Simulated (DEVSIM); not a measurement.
Device: Si p-n junction from an implanted or diffused profile, at 300 K.

Layer 1 from the left is Si, thickness (μm) 120, Nd (cm⁻³) 1.6e16, τn (s) 7.2e-6, τp (s) 7.2e-6.

Added acceptor profile: 5e16 cm⁻³ × exp(−(x − 0 μm)²/(2·(0.23 μm)²)). Left contact: ohmic. Right contact: ohmic. Voltage is applied to the left contact. Recombination: SRH at mid-gap, radiative. Mobility is constant in doping.

This is a model device: material constants are rounded textbook-type values typed into the input, and sizes, dopings and lifetimes were drawn at random. Values at 300 K.

Si: gap (eV) 1.124, affinity (eV) 4.05, permittivity 11.7, Nc (cm⁻³) 2.86e19, Nv (cm⁻³) 3.1e19, μn (cm²/Vs) 1417, μp (cm²/Vs) 470, B (cm³/s) 4.7e-15.

DEVSIM, 1D drift-diffusion, Boltzmann statistics, complete ionisation; no tunnelling, impact ionisation, image-force lowering or self-heating.

Q: What does the simulation give for the dark forward voltage at 1 A/cm², the potential step across the device at zero bias, the dark forward voltage at 100 A/cm²?

A: dark forward voltage at 1 A/cm² 0.538 V; potential step across the device at zero bias 0.754 V; dark forward voltage at 100 A/cm² 0.969 V.
